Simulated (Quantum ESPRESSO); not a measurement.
Troubleshooting Quantum ESPRESSO: a failed run on MgZn3S4 (Pm, 8 atoms in the cell). The aim is a self-consistent single point with DFT, PBEsol, plane waves, GBRV 1.5 ultrasoft (PBESOL) pseudopotentials.

Cell that was meant: a = 6.3123 Å, b = 3.8545 Å, c = 6.6932 Å, α = 90.00°, β = 90.05°, γ = 90.00°.

Part of the input:

```fortran
    ecutwfc = 50
    ecutrho = 250
    occupations = 'fixed'
    nbnd = 52
    tot_charge = -1
/
&electrons
    conv_thr = 1e-10
```

Output, abridged:

```
     Self-consistent Calculation

     iteration #  1     ecut=    50.00 Ry     beta= 0.50

---- Real-time Memory Report at c_bands before calling an iterative solver
           307 MiB given to the printing process from OS
           137 MiB allocation reported by mallinfo(arena+hblkhd)
------------------

     WARNING: integrated charge=    94.50000000, expected=    95.00000000

 %%%%%%%%%%%%%%%%%%%%%%%%%%%%%%%%%%%%%%%%%%%%%%%%%%%%%%%%%%%%%%%%%%%%%%%%%%%%%%
     Error in routine electrons (1):
     charge is wrong: smearing is needed
 %%%%%%%%%%%%%%%%%%%%%%%%%%%%%%%%%%%%%%%%%%%%%%%%%%%%%%%%%%%%%%%%%%%%%%%%%%%%%%

     stopping ...
```

Task: From the messages shown, name the fault and mend the input.

Result: The fault is an unintended net charge; here the program stops on it instead of giving results. To fix it, remove the charge. The program stopped with an error at about iteration 1.

The sound input it was made from differs as follows (other fixes are possible):
```diff
-    nbnd = 52
-    tot_charge = -1
+    nbnd = 51
```

With that input, the run converged in 14 iterations: free energy E − TS -21843.1750 eV; top of the valence band (on the code's own zero) 5.74 eV; gap on the k-point mesh 2.23 eV; pressure -1.30 GPa; largest force (vector length) 0.100 eV/Å (DFT, PBEsol, plane waves, GBRV 1.5 ultrasoft (PBESOL) pseudopotentials).

On the sound input: the starting cell comes from a database of computed structures (which also holds hypothetical and non-ambient phases and stackings), without a prior relaxation at this level.
